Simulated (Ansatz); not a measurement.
YTl₃ (Pm-3m), PBEsol, DFPT electron-phonon coupling, linearised Boltzmann equation (Ansatz, an electronic-structure program): phonon-limited resistivity 15.7 μΩ·cm at 300 K, 20.8 μΩ·cm at 400 K, current-weighted mean free path 7.9 nm, Drude plasma energy 6.46 eV.

Q: What Drude relaxation time do resistivity and plasma energy imply?

A: ω_p = 9.81e15 s⁻¹, so τ = 1/(ε₀ ω_p² ρ) = 7.47 fs, a damping ħ/τ of 88.1 meV.

Q: What is the classical skin depth at 100 GHz (nonmagnetic, μ₀ = 1.257×10⁻⁶ H/m)?

A: δ = √(ρ/(π f μ₀)) = 631 nm.

Q: Estimate the electronic thermal conductivity at 300 K by the Wiedemann-Franz law (L₀ = 2.44×10⁻⁸ W·Ω/K²).

A: L₀T/ρ = 2.44×10⁻⁸ × 300/(15.7×10⁻⁸) = 46.6 W/(m·K). Inelastic scattering puts the true Lorenz number somewhat under L₀ near and below the Debye temperature.

A metal at this level (no band gap). Only scattering by harmonic phonons is included (no impurities, grain boundaries, electron-electron scattering or thermal expansion). Spin-orbit coupling is left out, which matters with elements this heavy. Halving the electron mesh (20x20x20) moves the resistivity by up to 1 % at 300 K, the mean free path by up to 2 %. Smearing 0.20 eV; phonons on a 3x3x3 q mesh, which this run doesn't test.

Formula and space group known from diffraction (Crystallography Open Database), not checked to be the room-temperature form: YTl3 (Pm-3m).
